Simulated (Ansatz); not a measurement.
Troubleshooting Ansatz (a program for electronic structure): a failed run on LiPS₃ (C2/m, 10 atoms in the cell). The aim is a self-consistent single point with DFT, r2SCAN, plane waves, default PAW files made with PBE.

Cell that was meant: a = 6.5791 Å, b = 6.5791 Å, c = 6.5342 Å, α = 119.48°, β = 119.48°, γ = 64.45°.

Part of the input:

```yaml
  occupations:
    method: fermi_dirac
    width: 0.0037 Ry
  max_iter: 3
output:
  forces: true
  eigenvalues: true
```

Output, abridged:

```
SCF iter   1: F=—  HF=-7370.170159 eV  |F-HF|=—  |Δ(HF+E_count)|=         —  Δρ=5.11e-3  dr2=6.75e-2  dr2_τ=1.43e-1  ethr=1.77e-3  ⟨swp⟩=7.6  Hψ=11251  notcnv=0
all-band conjugate gradients solve this SCF's bands
preconditioner: auto → Resta (q_TF=auto, 2.166 Å⁻¹)
SCF iter   2: F=—  HF=-7370.263839 eV  |F-HF|=—  |Δ(HF+E_count)|=   9.37e-2  Δρ=2.79e-3  dr2=1.15e-2  dr2_τ=4.11e-4  ethr=1.30e-4  ⟨swp⟩=7.2  Hψ=6192  notcnv=0
SCF iter   3: F=—  HF=-7370.259994 eV  |F-HF|=—  |Δ(HF+E_count)|=   3.84e-3  Δρ=6.45e-4  dr2=6.82e-4  dr2_τ=5.85e-5  ethr=2.21e-5  ⟨swp⟩=6.0  Hψ=5322  notcnv=0
Error: did not converge after 3 iterations: dr2 = 6.82e-4 (threshold 1.00e-7), under the density mixer `msr1`, which `scf.mixing.algorithm: auto` chose by the deck's other keys (type `scf.mixing.algorithm: msr1` to keep it); raise `scf.max_iter`, which need not help a stalled SCF, or adjust the mixing (`scf.mixing`) or, under a smearing, its width (`scf.occupations.width`, in either direction: another width is another result); this SCF holds its density and magnetisation to the symmetry operations that it keeps, and cannot end on a state that breaks one of them: if the state sought breaks one, re-run with `crystal.symmetry.detect: false`, without `crystal.symmetry.time_reversal: [...]
```

Diagnose the run.

The fault is an iteration limit that is too low. The loop is cut before its threshold is met, so whatever is printed at the end is not self-consistent. To fix it, raise the limit, or leave it to the default. The run ended unconverged after 3 iterations.

The sound input it was made from differs as follows (other fixes are possible):
```diff
-  max_iter: 3
```

With that input, the run converged in 7 iterations: free energy E − TS (on the zero of these files) -7370.2600 eV; top of the valence band (on the code's own zero) 3.52 eV; gap on the k-point mesh 2.17 eV; pressure 0.99 GPa; largest force (vector length) 0.355 eV/Å (DFT, r2SCAN, plane waves, default PAW files made with PBE).

On the sound input: the starting cell comes from a database of published, mostly measured structures (it also holds non-ambient and calculated ones), without a prior relaxation at this level. Its lattice was rescaled by a random factor within 2.5 % of one. Ansatz's pressure includes its estimate of the finite-basis (Pulay) stress.

Keys are those of Ansatz 0.2.
